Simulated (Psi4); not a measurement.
Psi4 1.11, PBE/def2-svp: F[SiH](F)N[SiH3], 10 atoms. The geometry is a generated start, not checked to be a minimum at this level.

```yaml
task: gradient
method: pbe
basis: def2-svp
memory: 7 GB
scf_type: df (default)
guess: auto, which took SAD (default)
diis_max_vecs: 10 (default)
scf_initial_accelerator: adiis (default)
e_convergence: 1e-08 (default)
d_convergence: 1e-08 (default)
basis functions (reference run): 103
grid points (reference run): 1823388
```

```xyz
10

Si     1.5678    -0.0187     0.3677
N      0.0195    -0.5622    -0.2207
Si    -1.4823     0.2495    -0.2188
F     -1.3229     1.6495    -0.9585
F     -2.4671    -0.5738    -1.1668
H      1.6066    -0.1328     1.8324
H      1.7247     1.3722    -0.0416
H      2.5367    -0.9202    -0.2528
H     -0.0476    -1.5537    -0.3855
H     -2.1355     0.4902     1.0446
```
Charge 0, spin multiplicity 1.

Yardstick: the run with dft_radial_points = 200, dft_spherical_points = 974, dft_pruning_scheme = none (default), which is not proven converged either. Single runs; times are not shown.

Settings tried, all else as in the reference:
- dft_radial_points = 25, dft_spherical_points = 50
- dft_radial_points = 99, dft_spherical_points = 590, dft_pruning_scheme = treutler
- dft_radial_points = 75 (default), dft_spherical_points = 302 (default)
- dft_radial_points = 75 (default), dft_spherical_points = 434
- dft_radial_points = 75 (default), dft_spherical_points = 302 (default), dft_pruning_scheme = robust
- dft_radial_points = 50, dft_spherical_points = 194
- dft_radial_points = 99, dft_spherical_points = 590
- dft_radial_points = 35, dft_spherical_points = 110
- dft_radial_points = 99, dft_spherical_points = 590, dft_pruning_scheme = robust
- dft_radial_points = 150, dft_spherical_points = 770
- dft_radial_points = 75 (default), dft_spherical_points = 302 (default), dft_pruning_scheme = treutler

Question: Which settings reproduce the reference to 0.10 meV/atom in energy, 1.0 meV/Å in forces (largest component)?

Answer: Within it: dft_radial_points = 150, dft_spherical_points = 770. Outside: dft_radial_points = 99, dft_spherical_points = 590, dft_pruning_scheme = robust; dft_radial_points = 99, dft_spherical_points = 590; dft_radial_points = 75 (default), dft_spherical_points = 434; dft_radial_points = 50, dft_spherical_points = 194; dft_radial_points = 75 (default), dft_spherical_points = 302 (default); dft_radial_points = 75 (default), dft_spherical_points = 302 (default), dft_pruning_scheme = robust; dft_radial_points = 35, dft_spherical_points = 110; dft_radial_points = 75 (default), dft_spherical_points = 302 (default), dft_pruning_scheme = treutler; dft_radial_points = 99, dft_spherical_points = 590, dft_pruning_scheme = treutler; dft_radial_points = 25, dft_spherical_points = 50.

```
setting                                                                                                grid points  energy against the reference  difference in forces (largest component)
-----------------------------------------------------------------------------------------------------  -----------  ----------------------------  ----------------------------------------
the reference                                                                                              1823388                             —                                         —
dft_radial_points = 150, dft_spherical_points = 770                                                        1086464          under 0.001 meV/atom                                0.73 meV/Å
dft_radial_points = 99, dft_spherical_points = 590, dft_pruning_scheme = robust                             386483          under 0.001 meV/atom                                 2.7 meV/Å
dft_radial_points = 99, dft_spherical_points = 590                                                          552091          under 0.001 meV/atom                                 2.7 meV/Å
dft_radial_points = 75 (default), dft_spherical_points = 434                                                308867               +0.022 meV/atom                                 5.9 meV/Å
dft_radial_points = 50, dft_spherical_points = 194                                                           93624                −0.42 meV/atom                                  25 meV/Å
dft_radial_points = 75 (default), dft_spherical_points = 302 (default)                                      215004               −0.092 meV/atom                                  30 meV/Å
dft_radial_points = 75 (default), dft_spherical_points = 302 (default), dft_pruning_scheme = robust         147654               −0.090 meV/atom                                  30 meV/Å
dft_radial_points = 35, dft_spherical_points = 110                                                           37255                 −2.3 meV/atom                                  77 meV/Å
dft_radial_points = 75 (default), dft_spherical_points = 302 (default), dft_pruning_scheme = treutler       118614              +0.0060 meV/atom                                  94 meV/Å
dft_radial_points = 99, dft_spherical_points = 590, dft_pruning_scheme = treutler                           288323               −0.034 meV/atom                                  99 meV/Å
dft_radial_points = 25, dft_spherical_points = 50                                                            12153                  +42 meV/atom                                1100 meV/Å
```

Total energies are compared; such shifts often cancel in part in energy differences. The gradients leave out the derivatives of the grid weights. The tolerance is a choice made for this comparison.
